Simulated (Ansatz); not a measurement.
The parent structure is PbSe in the rock salt structure (space group Fm-3m, No. 225).

PbSe is modelled in the cubic space group Fm-3m (No. 225), the rock salt structure, Pearson symbol cF8. Conventional cell: a = 6.1777 Å, b = 6.1777 Å, c = 6.1777 Å, α = 90.00°, β = 90.00°, γ = 90.00°. Se on 4a has 6 Pb at 3.089 Å (octahedral). Pb on 4b has 6 Se at 3.089 Å (octahedral). (Neighbours: up to the widest gap in distance over summed covalent radii, below 1.35, at either atom; cation-cation and far metal-metal contacts left out.)
(The calculation used a cell of 2 atoms; values per cell refer to that cell.)

Level of theory: Ansatz (an electronic-structure program), r2SCAN, PAW, cutoff 500 eV, scalar-relativistic without spin-orbit coupling, earlier PAW set.

Base values:

* **Valley order**: L along ⟨111⟩ 0.67 eV; a point along ⟨110⟩, about 0.6 Å⁻¹ from Γ 1.47 eV

One thing is altered: electron doping at 5.0×10^20 cm⁻³ (0.0295 per cell), with a uniform compensating background at fixed cell and a 300 K Fermi–Dirac width.

Q: How does this affect the valley order?

A: The valley order (the lowest conduction-band minima on the path, energy above the VBM, named in the base's zone) goes from L along ⟨111⟩ 0.67 eV; a point along ⟨110⟩, about 0.6 Å⁻¹ from Γ 1.47 eV to L along ⟨111⟩ 0.66 eV; a point along ⟨110⟩, about 0.6 Å⁻¹ from Γ 1.46 eV.

Carriers are added with a uniform compensating background; total energy and stress of such cells depend on the potential's zero and are not compared; many-body gap narrowing is missing at this level. With Pb present, leaving out spin-orbit coupling can change the band edges. Whether these cells are dynamically stable was not tested.
